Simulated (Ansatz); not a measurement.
By PBEsol, the system below comes out a metal.

A figure of merit of an interconnect metal is its ballistic conductance per area.

Data:

```
Ti
1.0
    2.93573     0.00000     0.00000
    0.00000     4.64086     0.00000
    1.46786     0.00000     2.54242
Ti
2
Direct
  0.33333   0.75000   0.33333
  0.66667   0.25000   0.66667
```

The cell is taken as given; by PBEsol it stands under a pressure of -3.9 GPa.

The current flows along the normal of the first two printed cell vectors, the (100) plane of the conventional cell. No spin-orbit coupling; the value is a mean over 0.1 eV about the Fermi level.

### Question
Compute, with PBEsol (Ansatz, a quantum-chemistry and plane-wave program), the ballistic conductance per area.

### Answer
0.61 × 10¹⁵ S/m² for both spins.
